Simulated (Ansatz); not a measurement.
Data:

End structure of a constructed model of the (111) surface of fcc Ni, ferromagnetic (in the relaxation 3 Ni–Y bonds formed), (√3x√3)R30° layer of Y, one a cell, on the site that continues the host's stacking (bottom of the slab: a bare face, its two planes held):

```xyz
19
Lattice="3.7329 2.1552 0.0000 -3.7329 2.1552 0.0000 0.0000 0.0000 29.5000" Properties=species:S:1:pos:R:3 pbc="T T T"
Ni    -2.4886     1.4368     8.2071
Ni     0.0000     1.4368     8.2071
Ni     2.4886     1.4368     8.2071
Ni    -1.2443     0.7184    10.2390
Ni     1.2443     0.7184    10.2390
Ni     0.0000     2.8736    10.2390
Ni    -0.0003     0.0002    12.2688
Ni    -1.2439     2.1554    12.2688
Ni     1.2443     2.1548    12.2688
Ni    -2.4886     1.4368    14.2952
Ni     0.0000     1.4368    14.3042
Ni     2.4886     1.4368    14.3042
Ni    -1.2533     0.7236    16.3286
Ni     1.2443     0.7080    16.3286
Ni     0.0090     2.8787    16.3286
Ni    -0.0272     0.0157    18.3918
Ni    -1.2171     2.1709    18.3918
Ni     1.2443     2.1238    18.3918
Y     -2.4886     1.4368    20.4838
```

Set-up: 19 atoms, 13.1 Å thick at the start; mesh 10x10x1; 0.1 eV smearing; dipole correction on; 6 atoms held, the rest relaxed; symmetry of the start imposed; spin-polarised, ending with about 10.1 μB a cell; orders that need a larger cell were not tried, no spin-orbit, no U. It is one candidate, not shown to be the stable structure of the face.

What is the computed work function of the top face (PBE run with Ansatz, an electronic-structure program)?

3.02 eV
